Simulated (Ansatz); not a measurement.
Consider TiO$_{2}$ in the rutile structure (space group P4_2/mnm, No. 136).

```
TiO2
1.0
    4.64344     0.00000     0.00000
    0.00000     4.64344     0.00000
    0.00000     0.00000     2.96380
Ti O
2 4
Direct
  0.00000   0.00000   0.00000
  0.50000   0.50000   0.50000
  0.30513   0.30513   0.00000
  0.80513   0.19487   0.50000
  0.19487   0.80513   0.50000
  0.69487   0.69487   0.00000
```

Cartesian axes are those of the cell as printed.

Computed with PBE (Ansatz, a quantum-chemistry and plane-wave program, PAW, scalar-relativistic without spin-orbit coupling).

Strains are applied to the cell and any free atomic positions relax.

One change was made to it. Results:

| quantity | base | after |
|---|---|---|
| band gap | 1.86 eV | 1.81 eV |
| energy relative to the base (free energy F) | 0 meV/atom | +4.9 meV/atom |
| electron mass | 0.58 mₑ along c, 1.2 mₑ across (at Γ) | 0.61 mₑ along z, 1.2 mₑ across (at Γ) |
| valence-band top at Γ (three highest levels, from the VBM) | 0.00, -0.43, -0.43 eV | 0.00, -0.43, -0.43 eV |
| shortest interatomic distance | 3.700 bohr | 3.733 bohr |

Which change produced these results?
A) uniaxial strain ε_zz = +2.40 %
B) uniaxial strain ε_zz = +3.00 %
C) uniaxial strain ε_zz = +1.80 %
D) uniaxial strain ε_zz = +1.20 %
E) uniaxial strain ε_zz = +0.60 %

C, uniaxial strain ε_zz = +1.80 %. For comparison, the energy relative to the base in the other runs: uniaxial strain ε_zz = +1.20 % gives +2.2 meV/atom; uniaxial strain ε_zz = +0.60 % gives +0.5 meV/atom; uniaxial strain ε_zz = +2.40 % gives +8.6 meV/atom; uniaxial strain ε_zz = +3.00 % gives +13 meV/atom.

Masses are band curvatures over ±0.01 Å⁻¹ around the edge. No phonon test of stability was made. All final runs are without spin polarisation.
